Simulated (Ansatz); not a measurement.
The starting structures come from a database of crystals and need not be the phases stable at ambient conditions.

**Evanescent states of ScAlCO (P6_3mc, 8 atoms a cell, 11.6 Å³ an atom) along the normal of (110)**

Computed with r2SCAN (plane waves, PAW; Ansatz, a quantum-chemistry and plane-wave program).

The gap is the functional's own, uncorrected, and κ follows it; spin-orbit coupling is left out. Mid-gap means the computed energy nearest the middle.

Energies count from the valence-band top; κ is the least over a 6×4 mesh across the current.

| E (eV) | κ (1/Å) | where |
|---|---|---|
| 0.04 | 0.060 | Γ |
| 0.14 | 0.101 | Γ |
| 0.23 | 0.128 | Γ |
| 0.32 | 0.149 | Γ |
| 0.41 | 0.166 | Γ |
| 0.49 | 0.181 | Γ |
| 0.58 | 0.194 | Γ |
| 0.68 | 0.192 | Γ |
| 0.77 | 0.186 | Γ |
| 0.85 | 0.179 | Γ |
| 0.94 | 0.170 | Γ |
| 1.03 | 0.160 | Γ |
| 1.12 | 0.147 | Γ |
| 1.22 | 0.132 | Γ |
| 1.30 | 0.112 | Γ |
| 1.40 | 0.084 | Γ |
| 1.49 | 0.034 | Γ |

Question: How thick must the barrier be to attenuate the transmission by 10^8 when the electrodes' Fermi level lies at 1.40 eV, and what attenuation does that film give at 1.12 eV?

Answer: d = 8 ln 10 / (2 × 0.084) = 109.6 Å. At 1.12 eV it gives 8 × 0.147/0.084 = 14.0 decades.
